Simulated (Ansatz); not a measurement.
For CsCl-type ScPd, LDA (Ansatz, a first-principles code, plane waves, PAW) gives:

```
Property                       Result
---------------------  --------------
lattice constant a            3.229 Å
enthalpy of formation  -0.922 eV/atom
```

What does r²SCAN (plane waves, PAW; Ansatz) give for the same quantities?


- lattice constant a: 3.294 Å (rises by 2.0 %)
- formation enthalpy: -0.933 eV/atom (moves by -0.011 eV/atom)

For comparison: lattice constant a 3.283 Å (measured, temperature not stated, copied from a table, unchecked, not corrected to a static lattice; as tabulated in Transactions of the Metallurgical Society of Aime 224, 1082 (1962)).

Changes are worked out from the printed values.

Unless a cell is named, each level is at its own relaxed cell (LDA 16.84, r²SCAN 17.88 Å³/atom).

Ansatz's density-functional and Hartree–Fock values are scalar-relativistic unless marked +SOC, with PAW data made under PBE.
